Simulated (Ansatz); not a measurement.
The reference is LuAlO3 (space group P6_3/mmc, No. 194; a = 3.366 Å, c = 11.473 Å; a cell from a computed database, its experimental status unchecked).

Method: plane-wave PAW DFT at the PBEsol level (Ansatz, a first-principles code, 420 eV), no SOC.

For the base:

The volume per atom comes out as 11.26 Å³.

One thing is altered: every O is replaced by N; the structure is relaxed again.

Problem. What does the calculation give for the volume per atom after the change?

Solution. The volume per atom goes up by 0.56 Å³ (11.26 Å³ → 11.82 Å³).

No phonon test of stability was made. As relaxed here, LuAlN3 is a hypothetical phase, not in the database extracts checked. All final runs are without spin polarisation.
